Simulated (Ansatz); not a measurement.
We consider DyAu3 (Pmmn, No. 59; cell taken from a computed entry), described by PBEsol (Ansatz, a first-principles code, plane waves, PAW).

Run with plane-wave cutoff 500 eV, 12×10×12 k mesh (along the axes of the cell as run), Fermi–Dirac smearing 0.1 eV, spin-polarised start, scalar-relativistic PAW data made under PBE.

Computed at the level's own relaxed cell.

Q: Estimate the volume per atom that the calculation returns.

A: 
- volume per atom = 19.24 Å³/atom

The run finds no gap.

Note: the magnetic order was assumed, not searched for or taken from measurement; the relaxation could not lower the start's symmetry, so the cell can be a saddle point above a distorted one; the 4f shell is treated without U or exact exchange, so its levels and filling can be wrong.

Spin–orbit coupling is not included; it can shift volumes and moduli of such heavy elements.

The computed numbers hold no vibrational or temperature effects.

The result took about 2.2 core-hours (a rough figure).
